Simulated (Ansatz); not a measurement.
Take TiSi2 (space group Fddd, No. 70; a = 4.779 Å, b = 8.230 Å, c = 8.521 Å) as the base. Axes: x, y, z lie along a, b, c of the conventional cell.

All numbers come from r2SCAN (Ansatz, a program for electronic structure; PAW; 500 eV plane waves; no spin-orbit coupling).

Before the change:

| Item | Result |
|---|---|
| Volume per atom | 13.96 Å³ |

The change: uniaxial stress, 2 GPa tension along x, with the cell and atoms free to relax against it.

Question: Estimate the effect on the energy relative to the base.

Answer: The energy goes up by 0.6 meV/atom.

Question: Estimate the effect on the volume per atom.

Answer: The volume per atom increases by 0.07 Å³, from 13.96 Å³ to 14.03 Å³.

Without a gap, meshes like the base's 13×13×13 leave anisotropic stresses uncertain by several tenths of a GPa, and small strain energies with them. Load acts through the strain it causes; cell and atoms are relaxed under it. Beyond what the load breaks, stability against distortions was not tested. All final runs are without spin polarisation.
